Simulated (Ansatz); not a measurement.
**rock-salt TiN (0 0 1) on germanium (0 0 1) (film strained to the substrate, faces as cut)**

A periodic stack without vacuum, rock-salt TiN (0 0 1) on germanium (0 0 1) (film strained to the substrate, faces as cut): substrate slab Ge12, film N12Ti12, surface cells [[1, 0], [1, 1]] and [[0, -1], [2, 1]], film strained by -4.1 and -4.1 %, faces Ge/Ge and NTi/NTi as cut (like faces can put a slab off its formula).

The start was prepared with a machine-learned potential, and the result is one local minimum, with the in-plane cell held and forces under 0.04 eV/Å; the film can end far from its bulk form.

The numbers are results of PBE (plane waves to 420 eV, PAW; Ansatz, an electronic-structure program), not measurements. No spin–orbit coupling; the runs are not spin-polarised; PBE gaps are too small against experiment. Its k-point mesh 8×8×1, Fermi–Dirac width 0.05 eV.

- interface area: 16.6 Å²
- period: 32.23 Å
- gaps between the outermost planes at the two interfaces: 2.72 and 2.71 Å
- Ge–Ti contacts across the interfaces within 1.22 times the sum of covalent radii: 2, mean 2.71 Å

```yaml
crystal:
  lattice:
    - [4.07289, -0.00030, -0.02043]
    - [-0.00022, 4.07163, -0.10307]
    - [0.18040, 0.89783, 32.21260]
  atoms:
    - { symbol: Ge, position: [0.00300, 0.74347, 0.08771] }
    - { symbol: Ge, position: [0.50315, 0.74071, 0.04333] }
    - { symbol: Ge, position: [0.50273, 0.24234, 0.17793] }
    - { symbol: Ge, position: [0.00291, 0.24273, 0.13318] }
    - { symbol: Ge, position: [0.00258, 0.74162, 0.26730] }
    - { symbol: Ge, position: [0.50273, 0.74165, 0.22251] }
    - { symbol: Ge, position: [0.50247, 0.24118, 0.35669] }
    - { symbol: Ge, position: [0.00260, 0.24093, 0.31189] }
    - { symbol: Ge, position: [0.00246, 0.74030, 0.44603] }
    - { symbol: Ge, position: [0.50259, 0.74055, 0.40127] }
    - { symbol: Ge, position: [0.50232, 0.24113, 0.53589] }
    - { symbol: Ge, position: [0.00248, 0.23953, 0.49149] }
    - { symbol: N, position: [0.50451, 0.24154, 0.68847] }
    - { symbol: N, position: [0.00451, 0.74157, 0.68790] }
    - { symbol: N, position: [0.00463, 0.24271, 0.62033] }
    - { symbol: N, position: [0.50478, 0.74257, 0.62248] }
    - { symbol: N, position: [0.50404, 0.23945, 0.82300] }
    - { symbol: N, position: [0.00406, 0.73947, 0.82261] }
    - { symbol: N, position: [0.00427, 0.24050, 0.75664] }
    - { symbol: N, position: [0.50428, 0.74049, 0.75625] }
    - { symbol: N, position: [0.50349, 0.23745, 0.95677] }
    - { symbol: N, position: [0.00349, 0.73727, 0.95890] }
    - { symbol: N, position: [0.00375, 0.23837, 0.89135] }
    - { symbol: N, position: [0.50377, 0.73841, 0.89077] }
    - { symbol: Ti, position: [0.00449, 0.24156, 0.68818] }
    - { symbol: Ti, position: [0.50452, 0.74159, 0.68909] }
    - { symbol: Ti, position: [0.50464, 0.24266, 0.62015] }
    - { symbol: Ti, position: [0.00477, 0.74262, 0.62424] }
    - { symbol: Ti, position: [0.00402, 0.23941, 0.82487] }
    - { symbol: Ti, position: [0.50405, 0.73944, 0.82302] }
    - { symbol: Ti, position: [0.50428, 0.24050, 0.75623] }
    - { symbol: Ti, position: [0.00429, 0.74055, 0.75439] }
    - { symbol: Ti, position: [0.00350, 0.23735, 0.95500] }
    - { symbol: Ti, position: [0.50348, 0.73737, 0.95909] }
    - { symbol: Ti, position: [0.50377, 0.23839, 0.89014] }
    - { symbol: Ti, position: [0.00376, 0.73839, 0.89106] }
```
